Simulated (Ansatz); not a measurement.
We consider HBr (Cmc2₁, No. 36, 4 atoms in the cell; start COD 1538548), described by G0W0@PBEsol (plane waves, hard PAW, contour deformation; Ansatz, a quantum-chemistry and plane-wave program).

The same calculation (at a fixed cell, not relaxed at this level and not confirmed as the measured one, 23.363 Å³/atom) with different numerical settings; throughout: k mesh 2×2×2:

```tsv
run	response cutoff (eV)	empty bands	quasiparticle gap on the mesh (eV)	quasiparticle gap at Γ (eV)	rough time
1	100	390	7.348	7.348	50 core-s
2	150	716	7.450	7.450	5 core-min
3	200	1103	7.486	7.486	10 core-min
4	250	1541	7.510	7.510	20 core-min
```

In the column quasiparticle gap on the mesh (eV) the first row differs from the last by -0.162 and the next to last by -0.024.

The last row is no converged limit: other settings stay fixed.

Spin–orbit coupling is not included.
